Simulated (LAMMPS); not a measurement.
LAMMPS 22 Jul 2025, classical MD, Vashishta (SiC.vashishta): SiC, 2744 atoms.

task: MD, nve
potential: Vashishta, SiC.vashishta
copies of the repeat unit: 7×7×7
shape (slab and sphere leave vacuum in the box): bulk
neighbor skin: 2 Å
neigh_modify: every 1 delay 0 check yes
newton: on (default)
atom_modify sort (bins of 2 Å where set): 1000 (default)
comm_style: brick (default)
box: 30.5 × 30.5 × 30.5 Å
start: generated zinc blende lattice, warmed in an untimed run

All runs start from one configuration, warmed at this fixed volume for 1000 steps under a thermostat at 1600 K. The run at the shortest step has a mean temperature of 1620 K and a mean pressure of 9.5 GPa.

Each run covers about 2.0 ps at constant energy (mean temperature 1620 K at the shortest step); σ is the standard deviation over the printed steps. Single runs; times are not shown.

Steps tried: 0.5 fs, 1 fs, 2 fs, 2.5 fs, 4 fs, 5 fs, 8 fs, 10 fs, 16 fs, 20 fs, 32 fs.

Problem. What is the longest step at which the total energy fluctuates by under 10 % of the kinetic energy's fluctuation?

Solution. 2.5 fs. The run fails or blows up at 5 fs, 8 fs, 10 fs, 16 fs, 20 fs, 32 fs.

| time step | σ(E total)/σ(E kinetic) | last minus first total energy (meV/atom) | mean temperature (K) |
|---|---|---|---|
| 0.5 fs | 0.0015 | −0.0012 | 1620 |
| 1 fs | 0.0060 | +0.023 | 1620 |
| 2 fs | 0.023 | +0.13 | 1610 |
| 2.5 fs | 0.038 | +0.24 | 1600 |
| 4 fs | 0.80 | +7.8 | 1580 |
| 5 fs | stops: Lost atoms | — | — |
| 8 fs | stops: Lost atoms | — | — |
| 10 fs | stops: Lost atoms | — | — |
| 16 fs | stops: Lost atoms | — | — |
| 20 fs | stops: Lost atoms | — | — |
| 32 fs | stops: Lost atoms | — | — |

The bar is a choice.
